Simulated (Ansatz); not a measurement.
Take BaP$_{3}$ (space group C2/m, No. 12; a cell from a computed database, its experimental status unchecked) as the base.

```xyz
8
Lattice="5.8779 -3.8515 0.0000 5.8779 3.8515 0.0000 -1.8266 0.0000 4.4243" Properties=species:S:1:pos:R:3 pbc="T T T"
Ba     8.4621     0.0000     3.0346
Ba     1.4671     0.0000     1.3896
P      5.1636     0.0000     4.3238
P      4.7656     0.0000     0.1005
P      4.3689     1.7901     1.2903
P      5.5603    -1.7901     3.1339
P      5.5603     1.7901     3.1339
P      4.3689    -1.7901     1.2903
```

Cartesian axes are those of the cell as printed.

Calculations: Kohn–Sham DFT with the r2SCAN functional, run in Ansatz (a quantum-chemistry and plane-wave program) with PAW and 500 eV plane waves, no SOC, earlier PAW set.

For the base:

| Item | Result |
|---|---|
| Pressure | 0.00 GPa |
| Shortest interatomic distance | 218.6 pm |

Modification: uniaxial strain ε_yy = +5.45 %, all other strain components held at zero; the atoms relax in the strained cell.

Problem. Predict the new energy relative to the base.

Solution. The energy rises by 17 meV/atom.

Problem. Estimate the effect on the largest internal atomic displacement.

Solution. The largest internal atomic displacement comes out as 0.071 Å.

Problem. What happens to the pressure?

Solution. The pressure (mean of the normal stresses, compression positive) goes from zero to -2.21 GPa.

Problem. What does the calculation give for the shortest interatomic distance after the change?

Solution. The shortest interatomic distance grows by 1.55 pm to 220.1 pm.

Whether these cells are dynamically stable was not tested.
